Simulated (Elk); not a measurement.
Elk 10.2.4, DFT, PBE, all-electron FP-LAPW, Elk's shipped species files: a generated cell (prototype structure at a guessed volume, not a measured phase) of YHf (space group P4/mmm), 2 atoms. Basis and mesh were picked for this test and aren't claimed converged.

```json
{
  "cell": "3.40, 3.40, 4.46 Å; 90, 90, 90°",
  "task": "ground state",
  "xctype": "20",
  "swidth": "0.004 Hartree",
  "k mesh (ngridk)": "8×8×6",
  "maxscl": "100",
  "rgkmax": "7 (default)",
  "empty states an atom (nempty)": "4 (default)",
  "epspot (Hartree)": "1e-06 (default)",
  "epsengy (Hartree)": "0.0001 (default)",
  "k-points after symmetry": "60",
  "largest_matrix_size": "151",
  "valence_states": "27"
}
```

Settings of this run: mixtype = 3, mixsdb = 5, broydpm = [0.05, 0.15], tefvit = false; 4 threads, 1 BLAS thread.

```
loop  total energy (Hartree)  RMS change in potential
----  ----------------------  -----------------------
1             -18477.5143952                        -
2             -18477.5676649             0.2196248162
3             -18478.7437434             0.2014684557
4             -18478.9606037             0.1975850462
5             -18479.8649326             0.1751900924
6             -18481.6138956             0.1264217342
7             -18486.5783129         0.2252188760E-01
8             -18485.6508477         0.1793844895E-01
9             -18484.5762314         0.9462081277E-02
10            -18483.9758803         0.2343382552E-02
11            -18483.9468349         0.1355696744E-02
12            -18483.8743421         0.8994963857E-03
13            -18483.7498193         0.4039450418E-03
14            -18483.7418495         0.3659072154E-03
…                          …                        …
20            -18483.7097481         0.1940457350E-04
21            -18483.7102702         0.1888553853E-04
22            -18483.7103182         0.1835294294E-04
23            -18483.7102785         0.1230627142E-04
24            -18483.7103586         0.7145730151E-05
25            -18483.7102292         0.6110958430E-05
26            -18483.7097710         0.4630678908E-05
27            -18483.7095855         0.3987508960E-05
…                          …                        …
32            -18483.7097710         0.3195697932E-05
33            -18483.7098070         0.3217686073E-05
34            -18483.7097329         0.2928882785E-05
35            -18483.7097440         0.2580315621E-05
36            -18483.7100166         0.1134752625E-05
37            -18483.7101183         0.7936148303E-06
38            -18483.7101196         0.6796841284E-06
39            -18483.7101210                        -
```

It converged after 39 self-consistent loops.

Problem. The cycle is slow. Which setting should be changed?

Solution. One answer among several that fit: broydpm = [0.7, 0.15] (14 self-consistent loops) or broydpm = [0.4, 0.15] (default) (16 self-consistent loops) or broydpm = [0.4, 0.5] (16 self-consistent loops) or broydpm = [0.4, 0.01] (17 self-consistent loops), all else kept. The other changes of this size gave: broydpm = [0.2, 0.15] (19); broydpm = [0.1, 0.15] (26). The first change moves the result by: energy 0.80 meV/atom. Counts are of single runs.
